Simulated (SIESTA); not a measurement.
Worked example: self-consistent single point of Cu2As (P1, 6 atoms in the cell) in SIESTA.

Level of theory: GGA PBEsol, numerical atomic orbitals DZP, PseudoDojo PBEsol standard norm-conserving potentials (rewritten from UPF to PSML) (SIESTA).

The change in words: atoms moved at random. Reference geometry:
```
CELL_PARAMETERS angstrom
      3.73659     0.00000     0.00000
      0.00000     3.73659     0.00000
      0.00000     0.00000     5.82176
ATOMIC_POSITIONS crystal
  Cu 0.50000 0.50000 0.00000
  Cu 0.00000 0.00000 0.00000
  Cu 0.50000 0.00000 0.29996
  Cu 0.00000 0.50000 0.70004
  As 0.50000 0.00000 0.71301
  As 0.00000 0.50000 0.28699
```

Reference input (self-consistent single point, DFT, GGA PBEsol, numerical atomic orbitals DZP, PseudoDojo PBEsol standard norm-conserving potentials (rewritten from UPF to PSML)): XC.functional = GGA; XC.authors = PBEsol; potentials = PseudoDojo PBEsol standard; PAO.BasisSize = DZP; PAO.EnergyShift = 0.01 Ry; MeshCutoff = 300 Ry; kgrid.MonkhorstPack = 7 7 5; OccupationFunction = FD; ElectronicTemperature = 100 meV; MaxSCFIterations = 150; SCF.Mixer.Method = Broyden; SCF.Mixer.Weight = 0.2. This run's input differs from it in these lines:

```diff
@@ -18,8 +18,8 @@
 %block AtomicCoordinatesAndAtomicSpecies
-     3.530564925    3.530564925    0.000000000  1
-     0.000000000    0.000000000    0.000000000  1
-     3.530564925    0.000000000    3.300020661  1
-     0.000000000    3.530564925    7.701515081  1
-     3.530564925    0.000000000    7.844205000  2
-     0.000000000    3.530564925    3.157330743  2
+     3.475142117    3.684448128    0.014852073  1
+    -0.055740559    0.088483018   -0.031882451  1
+     3.569076327   -0.102471116    3.413512504  1
+     0.062992339    3.455152058    7.616825259  1
+     3.599319146    0.022885122    7.821541836  2
+    -0.059094596    3.443197566    3.168211262  2
 %endblock AtomicCoordinatesAndAtomicSpecies
```

Output (repeated stretches shortened):

```
        iscf     Eharris(eV)        E_KS(eV)     FreeEng(eV)     dDmax    Ef(eV) dHmax(eV)
   scf:    1   -25853.848855   -26213.007241   -26213.309988  1.332178  2.839672 53.132989
   scf:    2   -26386.438615   -26372.825147   -26372.895269  1.405422 -1.176186  8.868559
   scf:    3   -26379.972065   -26379.008133   -26379.071120  0.142505 -1.443030  2.465241
   scf:    4   -26379.398316   -26379.229411   -26379.293405  0.039978 -1.531427  1.677479
   scf:    5   -26379.348569   -26379.314629   -26379.380115  0.044356 -1.674276  0.476259
   [... 5 lines left out ...]
   scf:   11   -26379.319583   -26379.319585   -26379.385435  0.000070 -1.740707  0.000618
   scf:   12   -26379.319587   -26379.319586   -26379.385435  0.000016 -1.740760  0.000480
   scf:   13   -26379.319587   -26379.319586   -26379.385435  0.000012 -1.740802  0.000374
   scf:   14   -26379.319587   -26379.319587   -26379.385435  0.000009 -1.740835  0.000295
SCF Convergence by DM+H criterion
max |DM_out - DM_in|         :     0.0000090576
max |H_out - H_in|      (eV) :     0.0002950866
SCF cycle converged after 14 iterations

Using DM_out to compute the final energy and forces

siesta: E_KS(eV) =           -26379.3196

siesta: E_KS - E_eggbox =    -26379.3196

siesta: Atomic forces (eV/Ang):
     1    0.012067   -0.309022   -0.037665
     2    0.210351   -0.221391    0.094463
     3   -0.135267    0.068340   -0.549007
     4    0.017153    0.154754    0.406886
     5   -0.210173    0.076338    0.004422
     6    0.110232    0.240829    0.087934
   Tot    0.004363    0.009847    0.007032
   Max    0.549007
   Res    0.216194    sqrt( Sum f_i^2 / 3N )
   Max    0.549007    constrained

   [... lines left out ...]
siesta: FreeEng =    -26379.385435
   [... lines left out ...]
siesta:    -0.015692   -0.000495   -0.004108
siesta:    -0.000495   -0.016723   -0.002408
siesta:    -0.004108   -0.002408   -0.023388

siesta: Cell volume =         81.284008 Ang**3

siesta: Pressure (static):
siesta:                Solid            Molecule  Units
siesta:           0.00020259          0.00019148  Ry/Bohr**3
siesta:           0.01860091          0.01758122  eV/Ang**3
siesta:          29.80194543         28.16822498  kBar
```

The run converged in 14 iterations. Against the reference run the free energy rises by 11.1 meV/atom, the pressure goes from 2.86 to 2.98 GPa and the largest force goes from 0.426 to 0.570 eV/Å.

The starting cell comes from a database of computed structures (which also holds hypothetical and non-ambient phases and stackings), without a prior relaxation at this level. Its lattice was rescaled by a random factor within 2.5 % of one. For this run, on top of that: atoms moved at random. Spin polarisation is off. Values carry the incompleteness of an atom-centred basis. The run gives no clean gap (levels at the Fermi energy touch, overlap or are partly filled at this smearing), which alone does not show that the compound is a metal.

Cost on one core of a shared machine: roughly 40 s.
